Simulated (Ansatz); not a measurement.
Take TaC in the rock salt structure (space group Fm-3m, No. 225; a = 4.4400 Å; relaxed with 0.1 eV smearing) as the base. Axes: x, y, z lie along the cube axes.

Now apply this change: the symmetric strain tensor [0.0125 -0.0099 0.0025; -0.0099 0.0067 0.0127; 0.0025 0.0127 0.0173]; the atoms relax in the strained cell.

Levels (all Ansatz, a quantum-chemistry and plane-wave program, PAW, earlier PAW set): PBEsol (420 eV, no spin-orbit coupling); PBEsol+SOC (420 eV, spin-orbit coupling included).

The geometry is relaxed with PBEsol.

| Quantity | Result |
|---|---|
| PBEsol pressure | -11.4 GPa |

### Question
How does going to PBEsol+SOC change the pressure?

### Answer
The pressure shrinks by 0.3 GPa to -11.7 GPa.

Single points use the geometry relaxed with PBEsol. The spin-orbit shifts are approximate. No phonon test of stability was made. The runs without spin-orbit coupling are not spin-polarised. An odd electron count without spin: TaC.
